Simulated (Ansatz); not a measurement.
## Response to strain in IrO2

Take IrO₂ in the rutile structure (space group P4_2/mnm, No. 136) as the base.

```yaml
crystal:
  lattice:
    - [4.47181, 0.00000, 0.00000]
    - [0.00000, 4.47181, 0.00000]
    - [0.00000, 0.00000, 3.15362]
  atoms:
    - { symbol: Ir, position: [0.00000, 0.00000, 0.00000] }
    - { symbol: Ir, position: [0.50000, 0.50000, 0.50000] }
    - { symbol: O, position: [0.30879, 0.30879, 0.00000] }
    - { symbol: O, position: [0.80879, 0.19121, 0.50000] }
    - { symbol: O, position: [0.19121, 0.80879, 0.50000] }
    - { symbol: O, position: [0.69121, 0.69121, 0.00000] }
```

Cartesian axes are those of the cell as printed.

Strains are applied to the cell and any free atomic positions relax; under biaxial strain the out-of-plane vector relaxes too.

Method: Ansatz (an electronic-structure program) PBEsol, scalar-relativistic without spin-orbit coupling.

Notes on the quantities. pressure: mean of the normal stresses, compression positive.

| case | space group | pressure | shortest interatomic distance |
|---|---|---|---|
| base | P4_2/mnm (No. 136) | 0.0 GPa | 1.953 Å |
| biaxial strain −2.72 %, plane normal [001], relaxed out of plane | P4_2/mnm (No. 136) | 9.8 GPa | 1.919 Å |
| biaxial strain −1.43 %, plane normal [001], relaxed out of plane | P4_2/mnm (No. 136) | 4.8 GPa | 1.935 Å |
| biaxial strain −0.63 %, plane normal [001], relaxed out of plane | P4_2/mnm (No. 136) | 2.0 GPa | 1.945 Å |
| biaxial strain −0.27 %, plane normal [001], relaxed out of plane | P4_2/mnm (No. 136) | ___ | 1.950 Å |
| biaxial strain +1.93 %, plane normal [001], relaxed out of plane | P4_2/mnm (No. 136) | -5.6 GPa | 1.977 Å |
| isotropic strain +0.53 % | P4_2/mnm (No. 136) | -4.7 GPa | 1.964 Å |
| uniaxial strain ε_zz = −3.92 % | P4_2/mnm (No. 136) | 16.1 GPa | 1.929 Å |
| uniaxial strain ε_zz = +3.51 % | P4_2/mnm (No. 136) | -11.5 GPa | 1.969 Å |
| tensor shear ε_xy = +1.63 % | Cmmm (No. 65) | ___ | 1.925 Å |

What belongs in the blanks?


- biaxial strain −0.27 %, plane normal [001], relaxed out of plane, pressure: 0.9 GPa
- tensor shear ε_xy = +1.63 %, pressure: 0.4 GPa

Without a gap, meshes like the base's 11×11×15 leave anisotropic stresses uncertain by several tenths of a GPa, and small strain energies with them. No phonon test of stability was made. No Hubbard U is applied, and correlation can decide whether such a compound is a metal. All final runs are without spin polarisation.
